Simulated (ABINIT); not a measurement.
Pressure against volume in fluorite-structure PbF2 (space group 225) (ABINIT, PBEsol)

```
PbF2
1.0
    0.00000     2.88377     2.88377
    2.88377     0.00000     2.88377
    2.88377     2.88377     0.00000
Pb F
1 2
Direct
  0.00000   0.00000   0.00000
  0.25000   0.25000   0.25000
  0.75000   0.75000   0.75000
```

Level of theory: PBEsol, norm-conserving pseudopotentials (PseudoDojo nc-sr-04 PBEsol standard) (plane waves; ABINIT). Settings: pseudos = [Pb.upf, F.upf]; ecut = 55 Ha; ixc = -116133; occopt = 3; tsmear = 0.01 eV; ngkpt = 10 10 10; nshiftk = 1; shiftk = 0 0 0; potentials = PseudoDojo nc-sr-04 PBEsol standard; nband = 19; kptopt = 1; nstep = 60; tolvrs = 1e-12. The cell above is the first row's. The rows scale it uniformly. In all rows fractional positions and the k mesh are held.

| V (Å^3/atom) | P (GPa) |
|---|---|
| 15.9878 | 5.81 |
| 16.3354 | 3.69 |
| 16.6829 | 1.80 |
| 17.0305 | 0.13 |
| 17.3781 | -1.36 |
| 17.7256 | -2.68 |
| 18.0732 | -3.86 |
| 18.4207 | -4.90 |
| 18.7683 | ? |

Fit P of the 8 rows that show it with a cubic. With u = V - 17.2, the rows have u = -1.2122, -0.8646, -0.5171, -0.1695, 0.1781, 0.5256, 0.8732, 1.2207. Least squares gives P = -0.621 - 4.2851·u + 0.7396·u² - 0.0837·u³. Residuals (row less fit): 0.001, -0.001, -0.004, 0.003, 0.001, 0.001, -0.005, 0.002; standard error 0.004 (degrees of freedom: 4). The fitted pressure is zero at V0 = 17.06, where dP/dV = -4.499, so B0 = -V0·dP/dV = 76.8 GPa.

**Question.** Predict the withheld P at V = 18.7683 from the fit, and compare with the calculation.

**Answer.** u = 1.5683, so P = -0.621 - 4.2851 × 1.5683 + 0.7396 × 1.5683² - 0.0837 × 1.5683³ = -5.845 GPa. The calculation gives -5.83 GPa, 0.015 GPa above the prediction (0.1 % of the range of P in the table). The row lies outside the fitted rows, so this is an extrapolation. From the scatter of the fitted rows alone, a prediction at this place has a standard error of 0.011 GPa, so the miss is 1.4 times that.

Carrying the step between the two nearest rows on in a straight line would have given -5.94, off by 0.11; series whose last step already gives the withheld value aren't shown. The scan was laid around a cell of about the measured size, scaled by a guess for this functional. This is the high-temperature polymorph. The runs keep the symmetry of the cell, so they don't test it for distortions. The PBEsol file for Pb was generated anew from PseudoDojo's inputs, some of which were changed. Spin-orbit coupling is off. Cutoffs and mesh are single choices, not tested for convergence of this quantity. Series with a scatter that would blur these digits, or in which a gap closes, are not shown.
